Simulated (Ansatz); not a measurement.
fcc Ir (0 0 1) on zinc-blende GaP (0 0 1) (film strained to the substrate, started from cuts of the bulks and a machine-learned relaxation; slabs Ga5P6 and Ir12, which can lie off the formulas)

A periodic stack without vacuum, fcc Ir (0 0 1) on zinc-blende GaP (0 0 1) (film strained to the substrate, started from cuts of the bulks and a machine-learned relaxation; slabs Ga5P6 and Ir12, which can lie off the formulas): substrate slab Ga5P6, film Ir12, surface cells [[1, 0], [1, 1]] and [[0, -1], [2, 1]], film strained by +0.6 and +0.6 %, outermost planes P/P and Ir/Ir as cut, which need not be the usual terminations and can put a slab off its formula.

The start was prepared with a machine-learned potential, and the result is one local minimum, with the in-plane cell held and forces under 0.04 eV/Å; the film can end far from its bulk form.

Computed with PBE (plane waves to 420 eV, PAW; Ansatz, a quantum-chemistry and plane-wave program). No spin–orbit coupling; the runs are not spin-polarised; PBE gaps are too small against experiment. Its k-point mesh 8×8×1, Fermi–Dirac width 0.05 eV.

- interface area = 15.2 Å²
- period = 26.25 Å
- heights between the nearest atoms of the two slabs at the two interfaces = 1.34 and 1.34 Å
- Ir–P contacts across the interfaces within 1.22 times the sum of covalent radii = 8, mean 2.37 Å
- Ga–Ir contacts across the interfaces within 1.22 times the sum of covalent radii = 2, mean 2.81 Å
- hole barrier (PBE) = 1.11 eV
- electron barrier (PBE) = 0.46 eV

```
Ga5Ir12P6
1.0
    3.89436    -0.00021    -0.00175
   -0.00001     3.89424    -0.02273
   -1.93737     0.15266    26.24722
Ga P Ir
5 6 12
Direct
  0.96062   0.91082   0.18164
  0.40874   0.41107   0.07808
  0.06545   0.91087   0.39152
  0.51298   0.41085   0.28658
  0.61696   0.41089   0.49517
  0.93433   0.41083   0.12915
  0.38059   0.91100   0.02227
  0.03920   0.41086   0.33904
  0.48689   0.91085   0.23411
  0.14494   0.41088   0.55094
  0.59170   0.91088   0.44404
  0.20836   0.41088   0.67774
  0.70774   0.91086   0.67657
  0.67070   0.41087   0.60257
  0.17039   0.91088   0.60192
  0.28135   0.41089   0.82374
  0.78128   0.91091   0.82356
  0.74428   0.41088   0.74950
  0.24444   0.91089   0.74994
  0.35511   0.41097   0.97111
  0.85495   0.91095   0.97105
  0.81800   0.41091   0.89682
  0.31739   0.91090   0.89569
```
